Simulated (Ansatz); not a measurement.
## Effect of uniaxial strain ε_xx = +2.85 % on HgS

Take HgS in the zinc blende structure (space group F-43m, No. 216; a = 5.8759 Å) as the base. Axes: x, y, z lie along the cube axes.

The change: the cell is stretched by 2.85 % along x with no lateral relaxation; the atoms relax in the strained cell.

Calculations: PBEsol (Ansatz, a program for electronic structure), without spin-orbit coupling. k-mesh 10×10×10 (Γ-centred); smearing 0.05 eV (Fermi–Dirac).

* **Volume per atom**: 26.08 Å³ (base 25.36 Å³)
* **Space group**: I-4m2 (No. 119) (base F-43m (No. 216))
* **Energy relative to the base (free energy F)**: +4.5 meV/atom
* **Pressure (mean of the normal stresses, compression positive)**: -1.6 GPa (base 0.0 GPa)
* **Band gap**: zero (base zero)
* **Stress (xx, yy, zz, yz, xz, xy; compression positive)**: (-2.0, -1.4, -1.4, 0.0, 0.0, 0.0) GPa (rough)

Final structure:

```
CELL_PARAMETERS angstrom
      0.00000     2.93793     2.93793
      3.02166     0.00000     2.93793
      3.02166     2.93793     0.00000
ATOMIC_POSITIONS crystal
  Hg 0.00000 0.00000 0.00000
  S  0.75000 0.75000 0.75000
```

The mesh was chosen for an insulator and is coarse for the gapless case. Without a gap, meshes like the base's 10×10×10 leave anisotropic stresses uncertain by several tenths of a GPa, and small strain energies with them. Spin-orbit coupling, missing from the scalar runs, can matter with Hg. No phonon test of stability was made. The final runs are not spin-polarised. The zero or small gap of HgS can change with the level of theory.
